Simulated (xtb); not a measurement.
xtb 6.7.1, GFN1-xTB: C[Si](C)(C)C[Si](O)(O)O, 23 atoms. The geometry is a generated start, not checked to be a minimum at this level.

* **run flags**: --grad
* **method**: GFN1-xTB
* **--acc**: 1 (default)
* **--etemp (K)**: 300 (default)
* **basis functions**: 76
* **valence electrons**: 56

```xyz
23

Si    -0.8957    -0.3945    -0.1238
C     -1.2401    -0.1671     1.7423
C     -1.4472     1.1796    -1.0489
C     -1.9044    -1.8881    -0.7579
C      0.9570    -0.7372    -0.4251
Si     2.1398     0.6333     0.1455
O      2.1390     0.7740     1.7666
O      3.6706     0.3395    -0.3306
O      1.7203     2.0834    -0.4660
H     -0.9337     0.8179     2.0824
H     -2.2981    -0.2727     1.9646
H     -0.7060    -0.9019     2.3371
H     -1.3764     1.0526    -2.1254
H     -0.8193     2.0223    -0.7741
H     -2.4764     1.4405    -0.8177
H     -1.6253    -2.8044    -0.2475
H     -2.9671    -1.7369    -0.5989
H     -1.7545    -2.0504    -1.8208
H      1.2249    -1.6668     0.0752
H      1.1104    -0.9203    -1.4886
H      1.4387     1.2714     2.1720
H      4.1756    -0.3206     0.1328
H      1.8684     2.2464    -1.3933
```

One run each on 1 thread. Values of broydamp tried: 0.02, 0.05, 0.1, 0.2, 0.4 (default), 0.6, 0.8, 1.

Task: Which value of broydamp needs the fewest SCC iterations, and what happens away from it?

Result: Fewest SCC iterations, within one of each other: 0.4 (default) with 10, 0.6 with 10, 0.8 with 11. The count rises to 16 at 0.02. All converge to one solution.

| broydamp | SCC iterations | end |
|---|---|---|
| 0.02 | 16 | same solution |
| 0.05 | 15 | same solution |
| 0.1 | 13 | same solution |
| 0.2 | 12 | same solution |
| 0.4 (default) | 10 | same solution |
| 0.6 | 10 | same solution |
| 0.8 | 11 | same solution |
| 1 | 12 | same solution |
